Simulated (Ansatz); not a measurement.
Fluorite NiSi₂, treated with PBE0 in Ansatz (PAW).

The input as run:

Ansatz 0.2 input:
```yaml
crystal:
  lattice:
    - [0.0, 2.6677170066, 2.6677170066]
    - [2.6677170066, 0.0, 2.6677170066]
    - [2.6677170066, 2.6677170066, 0.0]
  atoms:
    - { symbol: Si, position: [0.25, 0.25, 0.25] }
    - { symbol: Si, position: [0.75, 0.75, 0.75] }
    - { symbol: Ni, position: [0.0, 0.0, 0.0] }
basis:
  ecutwfc: 460
  ecutrho_ratio: 4
  xc_grid: 2
kpoints:
  mp_grid: { grid: [10, 10, 10] }
hamiltonian:
  xc: pbe0
  dispersion: none
  pseudopotentials: { kind: paw }
scf:
  occupations: { method: fermi_dirac, width: 0.05 }
  convergence: { dr2_threshold: 0.0000000003 }
output:
  forces: true
  stress: true
  eigenvalues: true
```

### Question
How many irreducible k-points, plane waves at Γ does the program set up, and what pressure does the run end with?

### Answer
47 irreducible k-points, 869 plane waves at Γ; P = 3.68 GPa, so the cell is compressed on average and its volume would grow at this level.

Excerpt of the program's output:

```
WARN output.stress: scf.exx.energy_threshold = 1e-6 eV is looser than the 3e-8 eV advised for a stress under a hybrid functional (1e-8 eV for each atom of the …
Crystal: 3 atoms, lattice volume = 37.971 Å³
Basis set: ecut = 460 eV, 869 PW (Γ), exchange–correlation on 54×54×54 points (8 copies of the dense FFT grid, shifted against one another)
Bands: 17, of which v1, the nominal top of the filled ones, is band 13 counted from 1 (12 counted from 0)
Symmetry: 48 space group operations
Space group: Fm-3m (ITA 225), of the structure as read, at distance tolerance 3.4e-5 Å
k-points: 47 of 1000
Functional: x = pbe(κ = 0.804, μ = 0.2195149727645171), c = pbe(β = 0.06672455060314922), warm-up for x = 0.75 pbe(κ = 0.804, μ = 0.2195149727645171) + 0.25 exact, c = pbe(β = 0.06672455060314922)
SCF iter   1: F=—  HF=-7112.337223 eV  |F-HF|=—  |Δ(HF+E_count)|=         —  Δρ=1.23e-2  dr2=3.98e-2
SCF iter   2: F=—  HF=-7112.334118 eV  |F-HF|=—  |Δ(HF+E_count)|=   3.11e-3  Δρ=3.82e-3  dr2=4.92e-3
  ...
SCF 1 converged in 10 iterations: F = -7112.334039 eV  dr2 = 3.48e-11
Crystal: 3 atoms, lattice volume = 37.971 Å³
Initial density: handed on by an earlier stage of this run
Functional: x = 0.75 pbe(κ = 0.804, μ = 0.2195149727645171) + 0.25 exact, c = pbe(β = 0.06672455060314922)
SCF 2 converged in 11 iterations: F = -7111.728576 eV  dr2 = 3.22e-12
Crystal: 3 atoms, lattice volume = 37.971 Å³
SCF 3 converged in 8 iterations: F = -7111.742636 eV  dr2 = 1.22e-10
Crystal: 3 atoms, lattice volume = 37.971 Å³
SCF 4 converged in 7 iterations: F = -7111.744528 eV  dr2 = 2.71e-11
Crystal: 3 atoms, lattice volume = 37.971 Å³
Crystal: 3 atoms, lattice volume = 37.971 Å³
SCF 6 converged in 11 iterations: F = -7111.746455 eV  dr2 = 7.93e-12
Crystal: 3 atoms, lattice volume = 37.971 Å³
SCF iter   2: F=—  HF=-7111.746456 eV  |F-HF|=—  |Δ(HF+E_count)|=  1.51e-10  Δρ=1.05e-6  dr2=3.06e-10
SCF iter   3: F=-7111.746456 eV  HF=-7111.746456 eV  |F-HF|=9.09e-13  |Δ(HF+E_count)|=  3.73e-11  Δρ=7.76e-8  dr2=1.93e-12
SCF 7 converged in 3 iterations: F = -7111.746456 eV  dr2 = 1.93e-12
Free energy (F): -7111.746456 eV
Internal energy: -7111.743771 eV  (E = F + TS)
E sigma→0 (E₀):  -7111.745114 eV
Fermi energy:    14.099699 eV
--- Forces (eV/Å), atoms counted from 1 ---
  atom   1  Si     0.00000000    -0.00000000    -0.00000000
  atom   2  Si     0.00000000    -0.00000000    -0.00000000
  atom   3  Ni     0.00000000    -0.00000000    -0.00000000
--- Stress (GPa, compression-positive) ---
        3.676324      -0.000000       0.000000
        0.000000       3.676324       0.000000
        0.000000       0.000000       3.676324
  P = ⅓ Tr σ = 3.6763 GPa (36.763 kbar)
```

The cell is one volume of an energy–volume scan, off the minimum.

The PAW data were made under PBE.

Note: the run has no spin polarisation, so it can have missed a magnetic state. Note: the run warned that the count of filled bands differs between k points.

It cost roughly 7 core-minutes of CPU time.

Ansatz is a program for electronic structure.
